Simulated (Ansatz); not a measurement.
GaP (F-43m), Ansatz (a quantum-chemistry and plane-wave program) with r2SCAN with spin-orbit coupling, rigid bands: band gap 1.82 eV, N_c = 3.77e19 cm⁻³ and N_v = 2.26e19 cm⁻³ at 300 K, conductivity masses of 0.338 mₑ (electrons) and 0.480 mₑ (holes). Take k_BT = 0.02585 eV.

Problem. What thermal injection velocity √(2k_BT/πm) limits a ballistic channel?

Solution. 9.25e6 cm/s for electrons and 7.77e6 cm/s for holes, a ratio of √(m_h/m_e) = 1.19, for dilute carriers.

Problem. What built-in voltage has an abrupt junction with N_A = 1e17 and N_D = 1e18 cm⁻³, all dopants ionised?

Solution. V_bi = E_g/e − (k_BT/e) ln(N_c N_v/(N_A N_D)) = 1.82 − 0.02585 × 9.05 = 1.59 V. It follows the computed gap one for one.

Problem. Find the intrinsic carrier density and the intrinsic Fermi level.

Solution. n_i = √(N_c N_v) exp(−E_g/2k_BT) = 2.92e19 × exp(−35.20) = 1.5e4 cm⁻³. The level lies (k_BT/2) ln(N_v/N_c) = -7 meV from mid-gap (positive towards the conduction band). Each 0.1 eV added to the gap lowers n_i by a factor of 6.9.

Rigid, parabolic bands with the computed gap; masses take one relaxation time for all states.
